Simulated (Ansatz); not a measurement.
Ge: pressure series

The parent structure is Ge (space group I4_1/amd, No. 141; a = 5.119 Å, c = 2.801 Å; a cell from a computed database, its experimental status unchecked).

Cell and atoms are relaxed at each pressure.

Level of theory: PBEsol (Ansatz, a first-principles code), no spin-orbit coupling.

```csv
case,density,shortest interatomic distance
base,6.57 g/cm³,2.653 Å
pressure −2 GPa,6.40 g/cm³,2.676 Å
pressure −1 GPa,6.49 g/cm³,2.664 Å
pressure 0.3 GPa,6.60 g/cm³,2.650 Å
pressure 0.7 GPa,6.63 g/cm³,2.646 Å
pressure 1.5 GPa,6.70 g/cm³,2.638 Å
pressure 3 GPa,6.81 g/cm³,2.624 Å
pressure 5 GPa,6.95 g/cm³,2.606 Å
pressure 7.5 GPa,7.12 g/cm³,2.586 Å
pressure 10 GPa,7.27 g/cm³,2.567 Å
```

Load acts through the strain it causes; cell and atoms are relaxed under it. No phonon test of stability was made. No other phases were tried under pressure. The base started in Imma and relaxed to I4_1/amd at this level. This is not the structure that Ge has at room temperature and ambient pressure.
